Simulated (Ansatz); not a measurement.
Take LiNbO₃ (space group R3c, No. 161) as the base.

```
CELL_PARAMETERS angstrom
      2.56733     1.48225     4.60804
     -2.56733     1.48225     4.60804
      0.00000    -2.96450     4.60804
ATOMIC_POSITIONS crystal
  Li 0.28078 0.28078 0.28078
  Li 0.78078 0.78078 0.78078
  Nb 0.99839 0.99839 0.99839
  Nb 0.49839 0.49839 0.49839
  O  0.10932 0.35998 0.71863
  O  0.71863 0.10932 0.35998
  O  0.35998 0.71863 0.10932
  O  0.21863 0.85998 0.60932
  O  0.85998 0.60932 0.21863
  O  0.60932 0.21863 0.85998
```

Cartesian axes are those of the cell as printed.

Structures relaxed with DFT with PBEsol, PAW potentials and a 420 eV plane-wave cutoff in Ansatz (a program for electronic structure), spin-orbit coupling left out.

Base:

Simulated powder pattern, Mo Kα, λ = 0.71073 Å (kinematic, ideal powder, no thermal factors, no anomalous dispersion; the 10 strongest lines at most, above 2 %, up to 2θ = 40°):

| 2θ (°) | I/Imax (%) | hkl |
|---|---|---|
| 10.91 | 100 | (012) |
| 14.97 | 40 | (104) |
| 15.91 | 24 | (110) |
| 19.33 | 14 | (202) |
| 21.91 | 21 | (024) |
| 23.92 | 32 | (116) |
| 25.14 | 19 | (122) |
| 25.49 | 9.4 | (018) |
| 27.20 | 18 | (214) |
| 27.74 | 14 | (300) |

Modification: the cell is stretched by 3.00 % along z with no lateral relaxation, atoms relaxed at fixed cell.

Q: Predict the new powder pattern.

A: 
Simulated powder pattern, Mo Kα, λ = 0.71073 Å (kinematic, ideal powder, no thermal factors, no anomalous dispersion; the 10 strongest lines at most, above 2 %, up to 2θ = 40°):

```
2θ (°)  d (Å)  I/Imax (%)    hkl
------  -----  ----------  -----
10.81   3.772         100  (012)
14.69   2.779          40  (104)
15.91   2.567          23  (110)
19.28   2.122          13  (202)
21.72   1.886          22  (024)
23.53   1.743          32  (116)
24.84   1.652         9.8  (018)
25.10   1.636          18  (122)
27.04   1.520          17  (214)
27.74   1.482          14  (300)
```

The indices refer to the base's conventional cell; one index is shown for lines that coincide.

The cells carry an imposed strain or load. Whether these cells are dynamically stable was not tested.
